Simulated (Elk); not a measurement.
Worked example: self-consistent single point of Hf (P6_3/mmc, 2 atoms in the cell) in Elk.

Computed with PBE, spin-orbit coupling in second variation, all-electron FP-LAPW, Elk's shipped species files, APW+lo basis with extra local orbitals (Elk).

```
Hf
1.0
    3.22015     0.00000     0.00000
   -1.61008     2.78873     0.00000
    0.00000     0.00000     5.08893
Hf
2
Cartesian
  0.00000   1.85916   1.27223
  1.61008   0.92958   3.81670
```

Reference input (self-consistent single point, DFT, PBE, all-electron FP-LAPW, Elk's shipped species files, APW+lo basis with extra local orbitals): xctype = 20; rgkmax = 7.5; stype = 0; swidth = 0.00499791 Ha; ngridk = 16 16 9; gmaxvr = 16 1/bohr; nxlo = 2; lorbcnd = true; lmaxi = 2. This run's input differs from it in these lines:

```diff
@@ -5,2 +5,5 @@
   20
+
+spinorb
+  .true.
 
@@ -20,2 +23,5 @@
   2
+
+nempty
+  10
```

Output, abridged:

```
│ Self-consistent loop started │
│ Loop number : 1 │
 total energy                :     -30190.3516076
 total moment                :  -0.8337365205E-19  0.6756474191E-19 -0.7899833384E-20
│ Loop number : 2 │
 total energy                :     -30190.8354482
 total moment                :  -0.7181296481E-19 -0.5717745444E-19  0.1523798202E-18
RMS change in Kohn-Sham potential (target) :   0.1122598113     (  0.1000000000E-05)
Absolute change in total energy (target)   :   0.4838405669     (  0.1000000000E-03)
│ Loop number : 3 │
 total energy                :     -30191.4125625
   [... lines left out ...]
 total energy                :     -30195.9205955
 total moment                :  -0.8626114916E-19  0.2162937117E-18 -0.1032904257E-18
RMS change in Kohn-Sham potential (target) :   0.1458941914E-06 (  0.1000000000E-05)
Absolute change in total energy (target)   :   0.1096416163E-03 (  0.1000000000E-03)
│ Loop number : 15 │
 total energy                :     -30195.9206044
 total moment                :  -0.1074620213E-18 -0.7050845589E-19 -0.1718034304E-20
RMS change in Kohn-Sham potential (target) :   0.2832922595E-07 (  0.1000000000E-05)
Absolute change in total energy (target)   :   0.3635916437E-04 (  0.1000000000E-03)
Convergence targets achieved

│ Loop number : 16 │

Energies :
 Fermi                       :     0.325196514559
 xc effective B-field        :    -0.102656545110E-06
 external B-field            :      0.00000000000
 total energy                :     -30195.9206095
 (external B-field energy excluded from total)

Density of states at Fermi energy :    43.13189504
 (states/Hartree/unit cell)

Estimated indirect band gap :   0.2324407765E-03
 from k-point     41 to k-point     40
Estimated direct band gap   :   0.7482715308E-02
 at k-point    119

Charges :
 core                        :    92.00000000
 valence                     :    52.00000000
 interstitial                :    3.210076425
 muffin-tins (core leakage)
  species :    1 (Hf)
   atom    1                 :    70.39496179     (  0.3293176718E-06)
   [... lines left out ...]
 muffin-tins
  species :    1 (Hf)
   atom    1                 :  -0.5830798223E-20  0.3066963520E-19 -0.8820334495E-20
   atom    2                 :  -0.5830798223E-20  0.3066963520E-19 -0.8820334495E-20
 total in muffin-tins        :  -0.1166159645E-19  0.6133927040E-19 -0.1764066899E-19
 total moment                :  -0.7975729315E-19  0.7929502310E-19 -0.1343397800E-19

│ Self-consistent loop stopped │
```

The run converged in 16 iterations. The count includes the last loop, which Elk runs after its targets are met. 

The starting cell comes from a database of computed structures (which also holds hypothetical and non-ambient phases and stackings), without a prior relaxation at this level. Its lattice was rescaled by a random factor within 2.5 % of one. Values depend on the basis (sphere radii, cutoffs, local orbitals), which need not be converged. The log's line on a gap gives a spacing of levels on this mesh, which the program prints for metals too.

Cost on one core of a shared machine: roughly 4 min.
